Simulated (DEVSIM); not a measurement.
# abrupt Ge p-n junction

System: abrupt Ge p-n junction, at 300 K.

```
layer (left to right)  material  thickness (μm)  Nd (cm⁻³)  Na (cm⁻³)  τn (s)  τp (s)
---------------------  --------  --------------  ---------  ---------  ------  ------
1                            Ge            1.50          -     1.1e15    5e-6    5e-5
2                            Ge            69.0     4.6e16          -    5e-5    5e-5
```

Left contact: ohmic. Right contact: ohmic. Voltage is applied to the left contact. Recombination: SRH at mid-gap, radiative, Auger. Mobility is μmin + (μ − μmin)/(1 + (N/Nref)^α).

Constants are typed, rounded textbook-type inputs, not results; the design itself was drawn at random and stands for no fabricated device. Values at 300 K.

| parameter | Ge |
|---|---|
| gap (eV) | 0.664 |
| affinity (eV) | 4 |
| permittivity | 16 |
| Nc (cm⁻³) | 1.04e19 |
| Nv (cm⁻³) | 6e18 |
| μn (cm²/Vs) | 3900 |
| μp (cm²/Vs) | 1900 |
| μn,min | 150 |
| μp,min | 100 |
| Nref,n | 2.6e17 |
| Nref,p | 4e17 |
| αn | 0.56 |
| αp | 0.6 |
| B (cm³/s) | 6.4e-14 |
| Cn (cm⁶/s) | 1e-31 |
| Cp (cm⁶/s) | 1e-31 |

Simulated with DEVSIM: 1D drift-diffusion, Boltzmann statistics, complete ionisation; no tunnelling, impact ionisation, image-force lowering or self-heating.

```yaml
potential_step_across_the_device_at_zero_bias: 0.301 V
largest_field_in_the_device_at_zero_bias: 12000 V/cm
Dark forward voltage at 1 A/cm²: 0.075 V
Dark forward voltage at 100 A/cm²: 0.240 V
```

Dark reverse current:

| V (V) | J (A/cm²) |
|---|---|
| -0.40 | -0.12 |
| -1.00 | -0.35 |
| -2.00 | -1.5 |
| -3.00 | -2.9 |
| -4.00 | -4.4 |
| -6.00 | -7.4 |
| -8.00 | -10 |
| -10.00 | -13 |

Dark forward current:

```
V (V)  J (A/cm²)
-----  ---------
0.05        0.37
0.10         2.6
0.15          14
0.20          50
0.25         120
0.30         210
0.35         320
0.40         430
0.45         560
0.50         690
0.55         820
0.60         960
0.65        1100
0.70        1300
0.75        1400
0.80        1600
0.85        1700
0.90        1900
0.95        2100
```
